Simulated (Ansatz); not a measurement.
Take CdS in the wurtzite structure (space group P6_3mc, No. 186) as the base.

```xyz
4
Lattice="4.1966 0.0000 0.0000 -2.0983 3.6344 0.0000 0.0000 0.0000 6.8302" Properties=species:S:1:pos:R:3 pbc="T T T"
Cd     0.0000     2.4229     6.8245
Cd     2.0983     1.2115     3.4094
S      0.0000     2.4229     2.5656
S      2.0983     1.2115     5.9807
```

The values are results of PBE (Ansatz, a first-principles code, PAW, no SOC), earlier PAW set, not measurements.

For the base:

The gap between the host's bands comes out as 1.11 eV and the gap character is direct at Γ.

It is then changed as follows: 1.04 holes added to each cell, a density of 1.0×10^22 cm⁻³, with a uniform compensating background at fixed cell and a 300 K Fermi–Dirac width.

Problem. What does the calculation give for the Fermi level from band edge, gap between the host's bands and gap character after the change?

Solution. The Fermi level relative to the doped band's edge (positive inside the band; to 0.05 eV) comes out as +0.55 eV; the gap between the host's bands grows by 0.44 eV to 1.55 eV; the gap character remains direct at Γ.

Carriers are added with a uniform compensating background; total energy and stress of such cells depend on the potential's zero and are not compared; many-body gap narrowing is missing at this level. No phonon test of stability was made.
